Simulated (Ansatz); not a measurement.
**NiAs-type NiSb**

These are LDA in Ansatz (plane waves, PAW) values and carry that method's errors.

Run with plane-wave cutoff 500 eV, 12×12×8 k mesh (along the axes of the cell as run), Fermi–Dirac smearing 0.05 eV, no spin polarisation, scalar-relativistic PAW data made under PBE.

Cell (relaxed at this level):

```
CELL_PARAMETERS angstrom
      1.93983    -3.35988     0.00000
      1.93983     3.35988     0.00000
      0.00000     0.00000     5.02714
ATOMIC_POSITIONS crystal
  Ni 0.00000 0.00000 0.50000
  Ni 0.00000 0.00000 0.00000
  Sb 0.33333 0.66667 0.25000
  Sb 0.66667 0.33333 0.75000
```

For NiAs-type NiSb, the volume per atom is 16.38 Å³/atom and the lattice constant a is 3.880 Å. The c axis length comes out as 5.027 Å.

Measured, for comparison: lattice constant a 3.946 Å, lattice parameter c 5.148 Å (temperature not stated, not corrected to a static lattice; as tabulated in Wikipedia's data pages). Computed (rounded) less measured: lattice constant a -1.7 %, lattice parameter c -2.4 %. A static lattice is as a rule a little smaller and stiffer than an uncorrected measurement, which narrows the difference in the lattice constant a and would widen misses of the other sign.

Spin–orbit coupling is not included.

Computed values are for the static lattice.

Computing time: very roughly 60 core-seconds.

Ansatz is a program for electronic structure.
